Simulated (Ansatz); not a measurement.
Base system: TlBr in the CsCl type structure (space group Pm-3m, No. 221; a = 3.8395 Å). Axes: x, y, z lie along the cube axes.

The values are results of Kohn–Sham DFT with the LDA functional, run in Ansatz (an electronic-structure program) with PAW and 420 eV plane waves, no spin-orbit coupling, not measurements.

Strains are applied to the cell and any free atomic positions relax; under biaxial strain the out-of-plane vector relaxes too.

One change was made to it. Results:

```json
[
 {"quantity": "electron mass", "base": "0.12 mₑ along k, 0.19 mₑ across (at X)", "after": "0.11 mₑ along k, 0.18 mₑ across (at X)"},
 {"quantity": "band gap", "base": "1.37 eV", "after": "1.35 eV"}
]
```

### Question
What was done to the base?
(A) biaxial strain +2.08 %, plane normal [111], relaxed out of plane
(B) biaxial strain −0.42 %, plane normal [111], relaxed out of plane
(C) biaxial strain −2.08 %, plane normal [111], relaxed out of plane

### Answer
B, biaxial strain −0.42 %, plane normal [111], relaxed out of plane. For comparison, the band gap in the other runs: biaxial strain +2.08 %, plane normal [111], relaxed out of plane gives 1.42 eV; biaxial strain −2.08 %, plane normal [111], relaxed out of plane gives 1.21 eV.

Spin-orbit coupling, missing from the scalar runs, can matter with Tl. Masses are band curvatures over ±0.01 Å⁻¹ around the edge. Along k means along the line from Γ to the band edge. Stability against distortions was not tested.
